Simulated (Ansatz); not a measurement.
# Response to strain in BAs

The parent structure is BAs in the zinc blende structure (space group F-43m, No. 216).

```xyz
2
Lattice="0.0000 2.3919 2.3919 2.3919 0.0000 2.3919 2.3919 2.3919 0.0000" Properties=species:S:1:pos:R:3 pbc="T T T"
B      0.0000     0.0000     0.0000
As     1.1960     1.1960     1.1960
```

Strains are applied to the cell and any free atomic positions relax.

Method: Kohn–Sham DFT with the r2SCAN functional, run in Ansatz (a program for electronic structure) with PAW and 500 eV plane waves, scalar-relativistic without spin-orbit coupling.

```json
[
 {"case": "base", "band gap": "1.38 eV", "pressure": "0.00 GPa", "shortest interatomic distance": "2.071 Å"},
 {"case": "isotropic strain +0.50 %", "band gap": "1.39 eV", "pressure": "-2.04 GPa", "shortest interatomic distance": "2.082 Å"},
 {"case": "isotropic strain +1.00 %", "band gap": "1.41 eV", "pressure": "-3.96 GPa", "shortest interatomic distance": "2.092 Å"},
 {"case": "isotropic strain +1.50 %", "band gap": "1.42 eV", "pressure": "-5.74 GPa", "shortest interatomic distance": "2.103 Å"},
 {"case": "isotropic strain +2.00 %", "band gap": "1.44 eV", "pressure": "-7.41 GPa", "shortest interatomic distance": "2.113 Å"},
 {"case": "isotropic strain +2.50 %", "band gap": "?", "pressure": "?", "shortest interatomic distance": "2.123 Å"},
 {"case": "isotropic strain +3.00 %", "band gap": "1.46 eV", "pressure": "-10.41 GPa", "shortest interatomic distance": "2.134 Å"}
]
```

Q: Complete the table.

A: 
- isotropic strain +2.50 %, band gap: 1.45 eV
- isotropic strain +2.50 %, pressure: -8.96 GPa

Stability against distortions was not tested.
